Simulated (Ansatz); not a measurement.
The reference is Si in the diamond structure (space group Fd-3m, No. 227; a = 5.444 Å).

The values are results of r2SCAN, PAW, 500 eV (Ansatz, a quantum-chemistry and plane-wave program; no spin-orbit coupling), not measurements.

Base values:

```
Quantity               Result
-------------------  --------
Lattice parameter a  544.4 pm
Smallest direct gap   2.74 eV
Band gap              0.78 eV
```

Modification: a hydrostatic pressure of 15 GPa.

Task: How does this affect the lattice parameter a?

Result: The lattice parameter a falls by 21.48 pm (544.4 pm → 523.0 pm).

Task: What happens to the smallest direct gap?

Result: The smallest direct gap goes up by 0.04 eV, from 2.74 eV to 2.78 eV.

Task: What happens to the band gap?

Result: The band gap drops by 0.24 eV (0.78 eV → 0.54 eV).

Load acts through the strain it causes; cell and atoms are relaxed under it. Whether these cells are dynamically stable was not tested. Measured, Si leaves this structure (for the β-tin structure) near 12 GPa (room temperature; as listed in arXiv:1906.07825).
